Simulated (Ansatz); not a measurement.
ZnSe under load (space group I-4m2), r2SCAN with spin-orbit coupling, rigid bands (Ansatz, a first-principles code). Condition of this run: uniaxial stress zz = 1 GPa (compression positive) (the target of the relaxation). Band gap 1.73 eV, N_c = 1.20e18 cm⁻³ and N_v = 1.06e19 cm⁻³ at 300 K, conductivity masses along y (a = (0.00, 2.85, 2.77) Å; b = (2.85, 0.00, 2.77) Å; c = (2.85, 2.85, 0.00) Å) of 0.134 mₑ (electrons) and 0.696 mₑ (holes). Take k_BT = 0.02585 eV.

### Question
What thermal injection velocity √(2k_BT/πm) limits a ballistic channel along the direction named?

### Answer
1.47e7 cm/s for electrons and 6.45e6 cm/s for holes, a ratio of √(m_h/m_e) = 2.28, for dilute carriers.

### Question
A film of it is 5 nm thick, with its normal along the direction named. Estimate the confinement energies in an infinite well.

### Answer
ħ²π²/(2m t²) = 0.376 eV·nm²/(m/mₑ × t²) gives 112 meV for electrons and 21.6 meV for holes, so the gap would widen to about 1.86 eV. Finite barriers and nonparabolic bands lower this, and with several valleys or bands the heaviest mass along the normal sets the lowest level, not this average.

### Question
What built-in voltage has an abrupt junction with N_A = 1e16 and N_D = 1e17 cm⁻³, all dopants ionised?

### Answer
V_bi = E_g/e − (k_BT/e) ln(N_c N_v/(N_A N_D)) = 1.73 − 0.02585 × 9.45 = 1.49 V, for the computed gap.

Rigid bands with the computed gap; masses take one relaxation time for all states.
